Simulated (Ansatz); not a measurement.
## A computed series for InAs: response to strain

Start from InAs in the zinc blende structure (space group F-43m, No. 216; a = 6.087 Å). Axes: x, y, z lie along the cube axes.

Strains are applied to the cell and any free atomic positions relax.

Levels (all Ansatz, a program for electronic structure, PAW): PBEsol (420 eV, no spin-orbit coupling); HSE06 (420 eV, no spin-orbit coupling); r2SCAN (500 eV, scalar-relativistic without spin-orbit coupling).

Band gaps by level, all at the geometries relaxed with PBEsol:

```tsv
case	PBEsol	HSE06	r2SCAN
base	zero	–	0.14 eV
isotropic strain −4.59 %	0.32 eV	1.25 eV	0.92 eV
isotropic strain +1.71 %	zero	–	zero
uniaxial strain ε_xx = −0.62 %	zero	0.44 eV	–
strain tensor (xx, yy, zz, yz, xz, xy) = (+1.82, −0.22, −0.76, −0.46, −1.28, −0.69) %	zero	0.27 eV	0.07 eV
```

Single points use the geometry relaxed with PBEsol. HSE06 gaps are upper bounds (no full band path). The mesh was chosen for an insulator and is coarse for the gapless case. Stability against distortions was not tested. The final runs are not spin-polarised. Gaps under 0.05 eV, about the width of the smearing, are given as zero. The zero or small gap of InAs can change with the level of theory.
